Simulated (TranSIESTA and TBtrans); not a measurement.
Run with TranSIESTA and TBtrans (open boundaries, self-consistent; PseudoDojo norm-conserving potentials, scalar-relativistic): PAO.BasisSize DZP, PAO.EnergyShift 0.15 eV, XC.Authors PBE, Mesh.Cutoff 200 Ry, ElectronicTemperature 300 K, TS.Voltage 0.0 eV, TBT.Elecs.Eta 0.001 eV, no spin polarisation.

Junction: Ge chain with one Se atom in place of Ge. Leads: straight Ge chain, spacing 2.28 Å. Geometry: 3 atoms about the centre moved by SIESTA (PBE, DZP) to a largest force of 0.02 eV/Å, all others as built, motion along the axis alone.

**Question.** Give the largest eigenchannel transmissions at the Fermi level (four at most) and the total.

**Answer.** 1.00, 0.72, 0.72; total 2.44. The straight chain is held at its spacing; free chains may zigzag or dimerise. No spin-polarised start was tried, so a magnetic state, if there is one, is missed.
